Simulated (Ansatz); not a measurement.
**LiNbO3 (space group R-3, No. 148)**

```cif
data_Li6Nb6O18
_chemical_formula_sum 'Li6 Nb6 O18'
_space_group_name_H-M_alt 'R-3 :H'
_space_group_IT_number 148
_space_group_name_Hall '-R 3'
_cell_length_a 5.19520
_cell_length_b 5.19520
_cell_length_c 14.17894
_cell_angle_alpha 90.000
_cell_angle_beta 90.000
_cell_angle_gamma 120.000
loop_
_atom_site_label
_atom_site_type_symbol
_atom_site_symmetry_multiplicity
_atom_site_Wyckoff_symbol
_atom_site_fract_x
_atom_site_fract_y
_atom_site_fract_z
_atom_site_occupancy
Li1 Li 6 c 0.00000 0.00000 0.35682 1
Nb1 Nb 6 c 0.00000 0.00000 0.14446 1
O1 O 18 f 0.35013 0.04565 0.08878 1
```
(The calculation used a cell of 10 atoms; values per cell refer to that cell.)

All numbers come from plane-wave PAW DFT at the PBEsol level (Ansatz, a quantum-chemistry and plane-wave program, 420 eV), no spin-orbit coupling. Settings: 8×8×8 k-points, 0.05 eV Fermi–Dirac smearing.

```yaml
volume_per_atom: 11.05 Å³
density: 4.44 g/cm³
band_gap: 3.98 eV, direct at k = (1/4, 1/4, -1/4) in the run's primitive reciprocal basis
total_energy: -1277.265 eV/atom (σ→0; compares only within this code and set-up)
```

Whether these cells are dynamically stable was not tested.
